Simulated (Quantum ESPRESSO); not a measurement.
A self-consistent single point of TiNi (Pm-3m, 2 atoms in the cell) with Quantum ESPRESSO.

Method: LDA (PZ), GBRV 1.5 ultrasoft (LDA) pseudopotentials (plane waves; Quantum ESPRESSO).

The change in words: lattice scaled by 0.98. Reference geometry:
```
TiNi
1.0
    2.96088     0.00000     0.00000
    0.00000     2.96088     0.00000
    0.00000     0.00000     2.96088
Ti Ni
1 1
Cartesian
  1.48044   1.48044   1.48044
  0.00000   0.00000   0.00000
```

Reference input (self-consistent single point, DFT, LDA (PZ), plane waves, GBRV 1.5 ultrasoft (LDA) pseudopotentials): ecutwfc = 50 Ry; ecutrho = 400 Ry; occupations = smearing; smearing = gauss; degauss = 0.0073499 Ry; potentials = {Ti: ti_lda_v1.4.uspp.F.UPF, Ni: ni_lda_v1.4.uspp.F.UPF}; K_POINTS = automatic 9 9 9 0 0 0; conv_thr = 1e-11 Ry; mixing_beta = 0.7. This run's input differs from it in these lines:

```diff
@@ -30,5 +30,5 @@
 CELL_PARAMETERS angstrom
-   2.9608790000     0.0000000000     0.0000000000
-   0.0000000000     2.9608790000     0.0000000000
-   0.0000000000     0.0000000000     2.9608790000
+   2.9016610000     0.0000000000     0.0000000000
+   0.0000000000     2.9016610000     0.0000000000
+   0.0000000000     0.0000000000     2.9016610000
```

Output, abridged:

```
     Self-consistent Calculation

     iteration #  1     ecut=    50.00 Ry     beta= 0.70

     total energy              =    -418.83643091 Ry
     estimated scf accuracy    <      64.35742772 Ry

     iteration #  2     ecut=    50.00 Ry     beta= 0.70

     total energy              =    -450.24645290 Ry
     estimated scf accuracy    <     155.64771089 Ry

     iteration #  3     ecut=    50.00 Ry     beta= 0.70

     negative rho (up, down):  2.221E-04 0.000E+00

     total energy              =    -462.87617758 Ry
     estimated scf accuracy    <      18.88556271 Ry

   [... 24 blocks of this kind left out ...]

     iteration # 28     ecut=    50.00 Ry     beta= 0.70

     negative rho (up, down):  4.885E-04 0.000E+00

     total energy              =    -462.49317244 Ry
     estimated scf accuracy    <          2.8E-11 Ry

     iteration # 29     ecut=    50.00 Ry     beta= 0.70

     negative rho (up, down):  4.885E-04 0.000E+00
     End of self-consistent calculation

     the Fermi energy is    17.8428 ev

!    total energy              =    -462.49317244 Ry
     estimated scf accuracy    <          3.3E-13 Ry
     smearing contrib. (-TS)   =      -0.00123522 Ry
     internal energy E=F+TS    =    -462.49193722 Ry

     convergence has been achieved in  29 iterations

     negative rho (up, down):  4.885E-04 0.000E+00

     Forces acting on atoms (cartesian axes, Ry/au):

     atom    1 type  1   force =     0.00000000    0.00000000    0.00000000
     atom    2 type  2   force =     0.00000000    0.00000000    0.00000000

     Total force =     0.000000     Total SCF correction =     0.000000

     negative rho (up, down):  4.885E-04 0.000E+00
          total   stress  (Ry/bohr**3)                   (kbar)     P=       76.00
   0.00051661   0.00000000   0.00000000           76.00        0.00        0.00
   0.00000000   0.00051661   0.00000000            0.00       76.00        0.00
   0.00000000   0.00000000   0.00051661            0.00        0.00       76.00

   JOB DONE.
```

The run converged in 29 iterations. Against the reference run the free energy rises by 6.9 meV/atom and the pressure goes from -4.27 to 7.60 GPa.

The starting cell comes from a database of computed structures (which also holds hypothetical and non-ambient phases and stackings), without a prior relaxation at this level. Its lattice was rescaled by a random factor within 2.5 % of one. For this run, on top of that: lattice scaled by 0.98. Spin polarisation is off. With a pressure of about 8 GPa the cell is away from its equilibrium volume at this level.

Cost on one core of a shared machine: roughly 50 s.
